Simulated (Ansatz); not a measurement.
## AlN, response to strain

Consider AlN in the zinc blende structure (space group F-43m, No. 216).

```xyz
2
Lattice="0.0000 2.1711 2.1711 2.1711 0.0000 2.1711 2.1711 2.1711 0.0000" Properties=species:S:1:pos:R:3 pbc="T T T"
Al     0.0000     0.0000     0.0000
N      1.0856     1.0856     1.0856
```

Cartesian axes are those of the cell as printed.

Strains are applied to the cell and any free atomic positions relax; under biaxial strain the out-of-plane vector relaxes too.

Method: LDA/PAW in Ansatz (an electronic-structure program), no spin-orbit coupling.

Candidates:
(a) biaxial strain −2.50 %, plane normal [111], relaxed out of plane
(b) biaxial strain −2.08 %, plane normal [111], relaxed out of plane
(c) biaxial strain −0.42 %, plane normal [111], relaxed out of plane
(d) biaxial strain +1.67 %, plane normal [111], relaxed out of plane

Base values:

| Item | Value |
|---|---|
| Band gap | 3.25 eV |

**Question.** Order them by band gap, lowest first.

**Answer.** (d) biaxial strain +1.67 %, plane normal [111], relaxed out of plane (3.11 eV), (a) biaxial strain −2.50 %, plane normal [111], relaxed out of plane (3.13 eV), (b) biaxial strain −2.08 %, plane normal [111], relaxed out of plane (3.16 eV), (c) biaxial strain −0.42 %, plane normal [111], relaxed out of plane (3.24 eV)

No phonon test of stability was made. This is not the structure that AlN has at room temperature and ambient pressure.
